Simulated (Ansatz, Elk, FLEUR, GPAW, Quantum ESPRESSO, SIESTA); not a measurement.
AlNi6Pd (P4/mmm, 8 atoms in the cell) computed with different codes at matched settings

Self-consistent single point.

```
AlNi6Pd
1.0
    3.60973     0.00000     0.00000
    0.00000     3.60973     0.00000
    0.00000     0.00000     7.26536
Al Ni Pd
1 6 1
Direct
  0.00000   0.00000   0.00000
  0.50000   0.50000   0.00000
  0.50000   0.50000   0.50000
  0.50000   0.00000   0.23985
  0.50000   0.00000   0.76015
  0.00000   0.50000   0.23985
  0.00000   0.50000   0.76015
  0.00000   0.00000   0.50000
```
Moments meant for the start (each program seeds them in its own way; μB, in the order of the atoms Al Ni Ni Ni Ni Ni Ni Pd): 0.0 2.0 0.0 2.0 2.0 2.0 2.0 0.0.

All programs got the same cell, k-point mesh and kind of occupations, and the same starting moments (in Ansatz's words: kpoints.mp_grid.grid = 5 5 3; magnetization.spin_polarized = true; scf.occupations.method = gaussian; scf.occupations.width = 0.1 eV); potentials, basis and cutoffs are each program's usual ones.

```csv
code,model,pressure (GPa),largest force (eV/Å),size of the net moment (μB/atom),k-points,cutoff
Elk,"PBEsol, all-electron FP-LAPW, Elk's shipped species files, APW+lo basis with extra local orbitals",–,–,0.33,12,rgkmax 7.5
SIESTA,"GGA PBEsol, numerical atomic orbitals DZP, PseudoDojo PBEsol standard norm-conserving potentials (rewritten from UPF to PSML)",-12.52,0.328,0.34,38,grid 300 Ry
Ansatz,"PBEsol, PAW files made with PBE",-9.90,0.258,0.33,12,default
GPAW,"PBEsol, GPAW PAW datasets PBEsol (made by gpaw-setup)",-8.31,0.287,0.34,12,850 eV
Quantum ESPRESSO,"PBEsol, GBRV 1.5 ultrasoft (PBESOL) pseudopotentials",-9.70,0.252,0.35,12,50 Ry
FLEUR,"PBEsol, all-electron FLAPW (FLEUR), scalar-relativistic valence",–,0.259,0.33,12,Kmax 4.6 1/bohr
```

A dash marks a value that a program does not give, or that is left out as unsure.

The spread over the programs that give each value: pressure within 4.21 GPa; largest force within 0.076 eV/Å; size of the net moment within 0.02 μB/atom.

The starting cell comes from a database of computed structures (which also holds hypothetical and non-ambient phases and stackings), without a prior relaxation at this level. Its lattice was rescaled by a random factor within 2.5 % of one. On Ansatz's run: The magnetic order is the one reached from the typed start; others were not searched systematically. In the base run, with a pressure of about -10 GPa the cell is away from its equilibrium volume at this level. Without a gap this mesh is coarse (it stands for a supercell whose shortest vector is 18 Å).

Task: Why do the programs differ, and what cannot be compared?

Result: Differences of this kind can come from the potentials, where these differ, and from what each basis and cutoff leave unconverged. The valence holds different numbers of electrons (SIESTA 129, Ansatz (an electronic-structure program) 129, GPAW 115, Quantum ESPRESSO 127, FLEUR 115). The zero of total energies and Fermi levels follows the potentials and each program's conventions, so they are not compared here. SIESTA uses small atom-centred bases, whose incompleteness enters pressures, forces and empty levels differently from a plane-wave cutoff. Elk and FLEUR treat all electrons, but the usual bases taken here (sphere radii, linearisation, local orbitals, empty states) were not tested for convergence, so the values are no reference for the others. Ansatz's pressure is given at a fixed set of plane waves, as the other plane-wave codes print theirs; with its correction for the finite basis it is -9.84 GPa. Site moments depend on each program's spheres or projections; the total moment of the cell does not. The programs reduce the same mesh by symmetry to different extents, which changes the work and not the result. In the pressure, SIESTA (by 2.82) and GPAW (by 1.38) lie more than 1 GPa from the median of the plane-wave programs.

The shared mesh is coarse (it stands for a supercell whose shortest vector is 18 Å), so the values are not converged in it.

Left out of this page: ABINIT (stopped by limits of time or memory).

Keys are those of Ansatz 0.2.
